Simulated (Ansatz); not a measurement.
Base system: MoS2 in the 2H-MoS2 type structure (space group P6_3/mmc, No. 194; layered, stacked along the Cartesian z axis).

```cif
data_Mo2S4
_chemical_formula_sum 'Mo2 S4'
_space_group_name_H-M_alt 'P 1'
_space_group_IT_number 1
_cell_length_a 3.14944
_cell_length_b 3.14944
_cell_length_c 12.09150
_cell_angle_alpha 90.000
_cell_angle_beta 90.000
_cell_angle_gamma 120.000
loop_
_space_group_symop_operation_xyz
  'x, y, z'
loop_
_atom_site_label
_atom_site_type_symbol
_atom_site_fract_x
_atom_site_fract_y
_atom_site_fract_z
_atom_site_occupancy
Mo1 Mo 0.33333 0.66667 0.25000 1
Mo2 Mo 0.66667 0.33333 0.75000 1
S1 S 0.33333 0.66667 0.62050 1
S2 S 0.66667 0.33333 0.12050 1
S3 S 0.66667 0.33333 0.37950 1
S4 S 0.33333 0.66667 0.87950 1
```

Level of theory: Ansatz (an electronic-structure program) PBE-D3(BJ), no SOC, earlier PAW set.

| level | band gap | lattice parameter a | lattice parameter c |
|---|---|---|---|
| PBE-D3(BJ) | 0.78 eV | 3.149 Å | 12.091 Å |

Q: From these computed values, estimate the measured ones, and say how each level misses.

A: Measured: band gap 1.23 eV (room temperature; as listed in Carlos M. O. Bastos et al., Physical Review Materials (2019)); lattice parameter a 3.16 Å (room temperature; as listed in arXiv:1605.07067); lattice parameter c 12.294 Å (room temperature; as listed in arXiv:1605.07067). Computed minus measured — band gap: PBE-D3(BJ) -0.45 eV; lattice parameter a: PBE-D3(BJ) -0.3 %; lattice parameter c: PBE-D3(BJ) -1.6 %. Measured values not marked as corrected hold thermal and zero-point effects that the static-lattice runs lack. A measured gap can be an optical one, lowered by exciton binding. Levels without spin-orbit coupling miss its effect on the gap.

Whether these cells are dynamically stable was not tested.
